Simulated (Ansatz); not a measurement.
The parent structure is NiO in the rock salt structure (space group Fm-3m, No. 225; a = 4.189 Å; ferromagnetic). Axes: x, y, z lie along the cube axes.

Computed with r2SCAN (Ansatz, a program for electronic structure, PAW, no SOC).

For the base:

```
Property                         Value
-----------------------------  -------
Shortest interatomic distance  2.094 Å
```

Perturbation: compressive biaxial strain of 0.82 % in the plane normal to [001], as in epitaxy on a mismatched substrate; the out-of-plane cell vector and the atoms relax.

What happens to the energy relative to the base, out-of-plane strain and shortest interatomic distance?

The energy increases by 1.7 meV/atom; the out-of-plane strain comes out as +0.57 %; the shortest interatomic distance falls by 0.017 Å, from 2.094 Å to 2.077 Å.

Stability against distortions was not tested. No Hubbard U is applied and the magnetic state is the run's own (NiO ferromagnetic); small cells can't hold the antiferromagnetic order that many such compounds have, so gaps and moments can be off. In its common phase, real NiO is an antiferromagnetic insulator at low temperature.
